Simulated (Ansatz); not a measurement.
Take NaF in the rock salt structure (space group Fm-3m, No. 225; a = 4.6291 Å) as the base.

Computed with Ansatz (a program for electronic structure), PBEsol, PAW, cutoff 420 eV, scalar-relativistic without spin-orbit coupling.

Strains are applied to the cell and any free atomic positions relax.

One change was made to it. Results:

```csv
quantity,base,after
band gap,6.20 eV,6.05 eV
width of the top valence band,0.58 eV,0.55 eV
pressure,0.00 GPa,-1.35 GPa
energy relative to the base (free energy F),0 meV/atom,+1.6 meV/atom
```

**Question.** Name the change that was made.
A) isotropic strain +1.00 %
B) isotropic strain −2.00 %
C) isotropic strain +0.50 %

**Answer.** A, isotropic strain +1.00 %. For comparison, the band gap in the other runs: isotropic strain +0.50 % gives 6.12 eV; isotropic strain −2.00 % gives 6.53 eV.

No phonon test of stability was made.
